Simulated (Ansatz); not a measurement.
Fluorite AuAl₂, treated with revPBE (PAW; Ansatz, a program for electronic structure).

Numerical settings: plane-wave cutoff 520 eV, 16×16×16 k mesh, Fermi–Dirac smearing 0.05 eV, scalar-relativistic PAW data made under PBE.

A third-order Birch–Murnaghan fit to the energies gives V0 = 18.822 Å³/atom, B0 = 100 GPa, B′ = 4.9.

| V (Å³/atom) | P (GPa) |
|---|---|
| 17.692 | 7.23 |
| 18.068 | 4.54 |
| 18.444 | [?] |
| 18.821 | 0.00 |
| 19.197 | [?] |
| 19.574 | [?] |
| 19.950 | [?] |

Estimate the withheld pressures from this fit; the answers are the runs' own values.


- 18.444, P (GPa): 2.14
- 19.197, P (GPa): -1.89
- 19.574, P (GPa): -3.58
- 19.950, P (GPa): -5.06

The formula P = (3/2) B0 (x^(7/3) − x^(5/3)) [1 + (3/4)(B′ − 4)(x^(2/3) − 1)] with x = V0/V meets the computed pressures within 0.03 GPa when these rounded values are put in.

Spin–orbit coupling is not included; it can shift volumes and moduli of such heavy elements.

Computed values are for the static lattice.

It cost very roughly 2.5 core-minutes of CPU time.
